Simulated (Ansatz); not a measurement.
CsCl-type RuAl was calculated with PBE (Ansatz, a quantum-chemistry and plane-wave program, plane waves, PAW).

Numerical settings: plane-wave cutoff 520 eV, 16×16×16 k mesh, Fermi–Dirac smearing 0.1 eV, perturbation theory, force constants from a 4×4×4 q mesh, no spin polarisation, scalar-relativistic PAW data made under PBE.

Computed at the level's own relaxed cell. Harmonic vibrational thermodynamics at fixed volume:

```
T (K)  S_vib (J/K per mol of atoms)  C_V (J/K per mol of atoms)  F_vib (eV/atom)
-----  ----------------------------  --------------------------  ---------------
100                            6.53                       11.67           0.0404
200                      (withheld)                  (withheld)       (withheld)
400                      (withheld)                  (withheld)       (withheld)
500                      (withheld)                  (withheld)       (withheld)
600                      (withheld)                  (withheld)       (withheld)
800                      (withheld)                  (withheld)       (withheld)
900                      (withheld)                  (withheld)       (withheld)
```

Complete the blanks.


- 200, S_vib (J/K per mol of atoms): 17.60
- 200, C_V (J/K per mol of atoms): 19.69
- 200, F_vib (eV/atom): 0.0277
- 400, S_vib (J/K per mol of atoms): 32.77
- 400, C_V (J/K per mol of atoms): 23.42
- 400, F_vib (eV/atom): -0.0259
- 500, S_vib (J/K per mol of atoms): 38.06
- 500, C_V (J/K per mol of atoms): 23.95
- 500, F_vib (eV/atom): -0.0627
- 600, S_vib (J/K per mol of atoms): 42.45
- 600, C_V (J/K per mol of atoms): 24.24
- 600, F_vib (eV/atom): -0.1045
- 800, S_vib (J/K per mol of atoms): 49.47
- 800, C_V (J/K per mol of atoms): 24.54
- 800, F_vib (eV/atom): -0.2001
- 900, S_vib (J/K per mol of atoms): 52.37
- 900, C_V (J/K per mol of atoms): 24.63
- 900, F_vib (eV/atom): -0.2529

The crystal is taken as a harmonic solid at every temperature: melting, phase changes and thermal expansion are not seen, nor the electrons' share in a metal.
